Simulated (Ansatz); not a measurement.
A self-consistent single point of Ir3Rh (I4mm, 4 atoms in the cell) with Ansatz (a first-principles code).

Method: PBEsol, harder PAW files (source: ansatz) made with PBE (plane waves; Ansatz).

The change in words: lattice scaled by 0.98; basis.ecutwfc: 420 eV → 620 eV; hamiltonian.pseudopotentials: {kind: paw} (the program's default PAW files) → {kind: paw, source: ansatz}. Reference geometry:
```xyz
4
Lattice="-1.9248 1.9248 3.8542 1.9248 -1.9248 3.8542 1.9248 1.9248 -3.8542" Properties=species:S:1:pos:R:3 pbc="T T T"
Ir     0.0000     1.9248     1.9271
Ir     1.9248     0.0000     1.9271
Ir     0.0000     0.0000     3.9042
Rh     0.0000     0.0000     0.0000
```

Reference input (self-consistent single point, DFT, PBEsol, plane waves, default PAW files made with PBE): basis.ecutwfc = 420 eV; kpoints.mp_grid.grid = 8 8 8; hamiltonian.xc = pbesol; hamiltonian.pseudopotentials = {kind: paw} (the program's default PAW files); scf.occupations.method = fermi_dirac; scf.occupations.width = 0.1 eV. This run's input differs from it in these lines:

Ansatz 0.2 input:
```diff
@@ -2,5 +2,5 @@
   lattice:
-    - [-1.924847, 1.924847, 3.854238]
-    - [1.924847, -1.924847, 3.854238]
-    - [1.924847, 1.924847, -3.854238]
+    - [-1.886350, 1.886350, 3.777153]
+    - [1.886350, -1.886350, 3.777153]
+    - [1.886350, 1.886350, -3.777153]
   atoms:
@@ -11,3 +11,3 @@
 basis:
-  ecutwfc: 420.0 eV
+  ecutwfc: 620.0 eV
 kpoints:
@@ -16,3 +16,3 @@
   xc: pbesol
-  pseudopotentials: { kind: paw }
+  pseudopotentials: { kind: paw, source: ansatz }
 scf:
```

The program printed (abridged):

```
SCF iter   1: F=—  HF=-70506.590868 eV  |F-HF|=—  |Δ(HF+E_count)|=         —  Δρ=1.69e-1  dr2=2.49e1  ethr=3.10e-3  ⟨swp⟩=8.8  Hψ=24849  notcnv=0  defer=33
all-band conjugate gradients solve this SCF's bands
preconditioner: auto → Kerker (q_TF=auto, 3.074 Å⁻¹)
SCF iter   2: F=—  HF=-70504.705235 eV  |F-HF|=—  |Δ(HF+E_count)|=    1.89e0  Δρ=9.41e-2  dr2=7.70e0  ethr=3.10e-3  ⟨swp⟩=3.1  Hψ=5501  notcnv=0  defer=115
   [... lines left out ...]
SCF iter   6: F=—  HF=-70503.930238 eV  |F-HF|=—  |Δ(HF+E_count)|=   5.44e-4  Δρ=8.17e-4  dr2=5.16e-4  ethr=1.86e-6  ⟨swp⟩=2.4  Hψ=6655  notcnv=0  defer=124
SCF iter   7: F=—  HF=-70503.930140 eV  |F-HF|=—  |Δ(HF+E_count)|=   9.79e-5  Δρ=2.63e-4  dr2=4.97e-5  ethr=4.69e-7  ⟨swp⟩=2.6  Hψ=6888  notcnv=0  defer=124
SCF iter   8: F=—  HF=-70503.930128 eV  |F-HF|=—  |Δ(HF+E_count)|=   1.25e-5  Δρ=8.93e-5  dr2=2.72e-6  ethr=4.52e-8  ⟨swp⟩=2.4  Hψ=6923  notcnv=0  defer=124
SCF iter   9: F=-70503.930127 eV  HF=-70503.930127 eV  |F-HF|=3.08e-8  |Δ(HF+E_count)|=   8.10e-7  Δρ=1.23e-5  dr2=5.96e-8  ethr=9.09e-11  ⟨swp⟩=17.4  Hψ=39995  notcnv=0
SCF 1 converged in 9 iterations: F = -70503.930127 eV  dr2 = 5.96e-8
Free energy (F): -70503.930127 eV
Internal energy: -70503.805626 eV  (E = F + TS)
E sigma→0 (E₀):  -70503.867877 eV
Entropy (-TS):   -0.124501 eV (-31.125 meV/atom)
Fermi energy:    29.883582 eV
--- Forces (eV/Å), atoms counted from 1 ---
  atom   1  Ir    -0.00000000    -0.00000000     0.39208580
  atom   2  Ir     0.00000000     0.00000000     0.39208580
  atom   3  Ir     0.00000000     0.00000000    -0.92306403
  atom   4  Rh     0.00000000     0.00000000     0.13890707
--- Stress (GPa, compression-positive) ---
       13.931663       0.000000      -0.000000
        0.000000      13.931663       0.000000
       -0.000000      -0.000000      14.022546
  P = ⅓ Tr σ = 13.9620 GPa (139.620 kbar)
  The stress holds the Pulay correction. Without it, at fixed plane waves, as pw.x and ABINIT print it: P = 13.9439 GPa
```

The run converged in 9 iterations. Against the reference run the pressure goes from -8.74 to 13.96 GPa and the largest force goes from 0.676 to 0.923 eV/Å.

The starting cell comes from a database of computed structures (which also holds hypothetical and non-ambient phases and stackings), without a prior relaxation at this level. Its lattice was rescaled by up to half a per cent. One atom was moved a little off its site on purpose. For this run, on top of that: lattice scaled by 0.98. Spin polarisation is off. Ansatz's pressure includes its estimate of the finite-basis (Pulay) stress.

Cost on one core of a shared machine: roughly 60 s.
